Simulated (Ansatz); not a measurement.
Lu: response to strain

Base system: Lu in the hcp (Mg type) structure (space group P6_3/mmc, No. 194; a = 3.506 Å, c = 5.482 Å; relaxed with 0.1 eV smearing). Axes: x lies along a and z along c of the hexagonal cell.

Strains are applied to the cell and any free atomic positions relax.

All numbers come from Ansatz (an electronic-structure program), PBE, PAW, cutoff 420 eV, no spin-orbit coupling.

Candidates:
(a) uniaxial strain ε_zz = −2.00 %
(b) uniaxial strain ε_zz = −3.00 %
(c) uniaxial strain ε_zz = −0.50 %

Notes on the quantities. energy relative to the base: free energy F.

Problem. Order them by energy relative to the base, highest first.

Solution. (b) uniaxial strain ε_zz = −3.00 % (+7.9 meV/atom), (a) uniaxial strain ε_zz = −2.00 % (+3.5 meV/atom), (c) uniaxial strain ε_zz = −0.50 % (+0.2 meV/atom)

No phonon test of stability was made.
